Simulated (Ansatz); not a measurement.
# Converging the plane-wave cutoff: Cs2PdCl4 (P4mm, 7 atoms in the cell)

```xyz
7
Lattice="7.5318 0.0000 0.0000 0.0000 7.5318 0.0000 0.0000 0.0000 4.6875" Properties=species:S:1:pos:R:3 pbc="T T T"
Cs     0.0000     3.7659     2.3438
Cs     3.7659     0.0000     2.3438
Pd     0.0000     0.0000     0.0500
Cl     1.6469     1.6469     0.0000
Cl     5.8849     5.8849     0.0000
Cl     5.8849     1.6469     0.0000
Cl     1.6469     5.8849     0.0000
```

Level of theory: LDA (PW92), default PAW files made with PBE (plane waves; Ansatz, a program for electronic structure).

Base settings: basis.ecutwfc = 420 eV; kpoints.mp_grid.grid = 3 3 4; hamiltonian.xc = lda; hamiltonian.pseudopotentials = {kind: paw} (the program's default PAW files); scf.occupations.method = fixed.

The second cell is the first with its lattice scaled by 0.98.

The mesh stays at the base's, so the ladder's end is converged at best in this setting alone.

The first pressure column holds Ansatz's estimate of the finite-basis (Pulay) stress, which hides part of the cutoff error; the other is without it.

Only quantities that move along the ladder and can be compared are tabulated.

The count of work is k-points × plane waves × bands × iterations; it is no time. 

The starting cell comes from a database of computed structures (which also holds hypothetical and non-ambient phases and stackings), without a prior relaxation at this level. Its lattice was rescaled by up to half a per cent. One atom was moved a little off its site on purpose.

| basis.ecutwfc | free energy less the last step's (meV/atom) | energy of the compressed cell less the first (meV/atom) | pressure (GPa) | pressure without the Pulay estimate (GPa) | largest difference of a force vector from the last step's (eV/Å) | count of work / last |
|---|---|---|---|---|---|---|
| 145 eV | 11796.74 | -62.47 | -1.24 | -150.69 | 0.789 | 0.055 |
| 170 eV | 5362.48 | -84.91 | -3.51 | -85.17 | 0.575 | 0.077 |
| 190 eV | 2844.08 | -77.41 | -3.33 | -52.91 | 0.544 | 0.081 |
| 210 eV | 1438.64 | -3.45 | -2.83 | -31.69 | 0.219 | 0.096 |
| 230 eV | 726.14 | -30.39 | -2.39 | -19.23 | 0.007 | 0.11 |
| 250 eV | 347.05 | -26.07 | -2.32 | -11.57 | 0.061 | 0.12 |
| 295 eV | 54.55 | -23.67 | -2.36 | -4.37 | 0.024 | 0.16 |
| 335 eV | 8.32 | -24.38 | -2.40 | -2.79 | 0.003 | 0.19 |
| 380 eV | 1.25 | -24.63 | -2.41 | -2.44 | 0.001 | 0.23 |
| 420 eV | 0.77 | -24.64 | -2.41 | -2.41 | 0.001 | 0.27 |
| 460 eV | 0.59 | -24.64 | -2.41 | -2.42 | 0.001 | 0.31 |
| 505 eV | 0.40 | -24.64 | -2.41 | -2.41 | 0.001 | 0.35 |
| 565 eV | 0.23 | -24.64 | -2.41 | -2.41 | 0.000 | 0.42 |
| 630 eV | 0.12 | -24.65 | -2.41 | -2.41 | 0.000 | 0.49 |
| 735 eV | 0.04 | -24.65 | -2.41 | -2.41 | 0.000 | 0.63 |
| 840 eV | 0.02 | -24.65 | -2.41 | -2.41 | 0.000 | 0.76 |
| 1010 eV | 0.00 | -24.65 | -2.41 | -2.41 | 0.000 | 1.0 |

Coarsest basis.ecutwfc that holds the forces within 0.02 eV/Å of the last step, with all finer ones: 335 eV, at 0.19 of the last step's count of work; the step before is off by 0.024 eV/Å.

Coarsest basis.ecutwfc that holds the free energy within 1 meV/atom of the last step, with all finer ones: 420 eV, at 0.27 of the last step's count of work; the step before is off by 1.3 meV/atom.

Coarsest basis.ecutwfc that holds the pressure without the Pulay estimate within 1 GPa of the last step, with all finer ones: 335 eV, at 0.19 of the last step's count of work; the step before is off by 2.0 GPa.

The energy difference between the two cells stays within 1 meV/atom of the last step's from 295 eV on, the total only from 420 eV on: much of the error is common to both cells and cancels.

At the lowest cutoff the pressure without the Pulay estimate lies 148 GPa under the last step's, the usual sign of Pulay stress in an incomplete plane-wave basis.

Keys are those of Ansatz 0.2.
